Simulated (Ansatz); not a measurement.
## Li on the 1x1 (0001) surface of hcp Ru, one in a 2x2 cell, started at the site 'bridge Ru-Ru (span 2.7 Å)'

All values below come from PBE (plane waves to 420 eV, PAW; Ansatz, a program for electronic structure).

Slab: 17 atoms, 6.3 Å thick at the start under the adsorbate (thin: gaps and levels are the slab's own); k 6x6x1, smearing 0.1 eV, dipole-corrected; 8 atoms held, the rest relaxed; symmetry of the start imposed; no spin, no spin-orbit, no U, no dispersion correction. At the end it is bonded to 3 Ru. In PBE it is, or lies within 0.03 eV of, the lowest of the starts that converged.

```yaml
adsorption energy against an atom of bcc Li: -0.87 eV
work_function_of_the_top_face: 2.40 eV
change_of_the_work_function: -2.59 eV
change_of_the_step_from_the_bottom_to_the_top_vacuum_level_against_the_clean_slab: -2.62 eV
energy_released_by_relaxation: 0.15 eV
height of the binding atom over the mean of the host atoms within 0.3 Å of the top one: 2.149 Å
nearest_host_atoms_of_the_binding_atom: Ru at 2.68 Å, Ru at 2.68 Å, Ru at 2.69 Å
largest_move_of_a_host_atom: 0.04 Å
note: in the relaxation the adsorbate left its starting site by 0.8 Å
cost: very roughly 13 core-minutes
```

A negative adsorption energy means that the adsorbate is more stable on the surface than in its reference.
